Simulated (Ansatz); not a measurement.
Input and output of a self-consistent single point for NbTc (Cmm2, 2 atoms in the cell) (Ansatz, a first-principles code).

Method of the run: LDA (PW92), default PAW files made with PBE (plane waves; Ansatz).

```
CELL_PARAMETERS angstrom
      1.60130    -2.30988     0.00000
      1.60130     2.30988     0.00000
      0.00000     0.00000     4.43654
ATOMIC_POSITIONS crystal
  Nb 0.00000 0.00000 0.01127
  Tc 0.50000 0.50000 0.50000
```

Reference input (self-consistent single point, DFT, LDA (PW92), plane waves, default PAW files made with PBE): basis.ecutwfc = 36.7 Ry; kpoints.mp_grid.grid = 12 12 8; hamiltonian.xc = lda; hamiltonian.pseudopotentials = {kind: paw} (the program's default PAW files); scf.occupations.method = gaussian; scf.occupations.width = 0.0073 Ry. This run's input differs from it in these lines:

Ansatz 0.2 input:
```diff
@@ -12,3 +12,3 @@
 kpoints:
-  mp_grid: { grid: [12, 12, 8] }
+  mp_grid: { grid: [16, 16, 10] }
 hamiltonian:
@@ -17,3 +17,3 @@
 scf:
-  occupations: { method: gaussian, width: 0.0073 Ry }
+  occupations: { method: gaussian, width: 0.022 Ry }
 output:
```

Log, with long lists cut:

```
SCF iter   1: F=—  HF=-9724.922354 eV  |F-HF|=—  |Δ(HF+E_count)|=         —  Δρ=8.00e-2  dr2=2.77e0  ethr=3.10e-3  ⟨swp⟩=5.0  Hψ=31407  notcnv=0
all-band conjugate gradients solve this SCF's bands
preconditioner: auto → none
SCF iter   2: F=—  HF=-9724.396143 eV  |F-HF|=—  |Δ(HF+E_count)|=   5.26e-1  Δρ=5.21e-2  dr2=1.62e0  ethr=3.10e-3  ⟨swp⟩=2.6  Hψ=16217  notcnv=0  defer=13
   [... lines left out ...]
SCF iter   5: F=—  HF=-9724.064983 eV  |F-HF|=—  |Δ(HF+E_count)|=   2.47e-3  Δρ=1.76e-3  dr2=2.78e-3  ethr=4.86e-5  ⟨swp⟩=2.0  Hψ=11399  notcnv=0  defer=11
SCF iter   6: F=—  HF=-9724.064305 eV  |F-HF|=—  |Δ(HF+E_count)|=   6.79e-4  Δρ=4.70e-4  dr2=3.84e-5  ethr=9.95e-6  ⟨swp⟩=2.0  Hψ=10655  notcnv=0  defer=11
SCF iter   7: F=—  HF=-9724.064307 eV  |F-HF|=—  |Δ(HF+E_count)|=   2.52e-6  Δρ=1.18e-4  dr2=1.41e-6  ethr=1.37e-7  ⟨swp⟩=2.5  Hψ=12775  notcnv=0  defer=11
SCF iter   8: F=-9724.064308 eV  HF=-9724.064308 eV  |F-HF|=1.48e-8  |Δ(HF+E_count)|=   5.55e-7  Δρ=2.04e-5  dr2=3.19e-8  ethr=3.57e-10  ⟨swp⟩=3.3  Hψ=32908  notcnv=0
SCF 1 converged in 8 iterations: F = -9724.064308 eV  dr2 = 3.19e-8
Free energy (F): -9724.064308 eV
Internal energy: -9723.994361 eV  (E = F + TS)
E sigma→0 (E₀):  -9724.029334 eV
Entropy (-TS):   -0.069946 eV (-34.973 meV/atom)
Fermi energy:    19.534709 eV
--- Forces (eV/Å), atoms counted from 1 ---
  atom   1  Nb     0.00000000     0.00000000    -0.39065718
  atom   2  Tc     0.00000000     0.00000000     0.39067540
--- Stress (GPa, compression-positive) ---
      -15.097382       0.000000       0.000000
        0.000000     -13.408781       0.000000
        0.000000       0.000000     -15.780988
  P = ⅓ Tr σ = -14.7624 GPa (-147.624 kbar)
  The stress holds the Pulay correction. Without it, at fixed plane waves, as pw.x and ABINIT print it: P = -14.7981 GPa
```

The run converged in 8 iterations. Against the reference run the free energy falls by 15.5 meV/atom, the pressure goes from -14.90 to -14.76 GPa and the largest force hardly changes (0.382 to 0.391 eV/Å).

The starting cell comes from a database of computed structures (which also holds hypothetical and non-ambient phases and stackings), without a prior relaxation at this level. Its lattice was rescaled by up to half a per cent. One atom was moved a little off its site on purpose. Spin polarisation is off. With a pressure of about -15 GPa the cell is away from its equilibrium volume at this level. Ansatz's pressure includes its estimate of the finite-basis (Pulay) stress. The cutoff lies below the one recommended for these files.
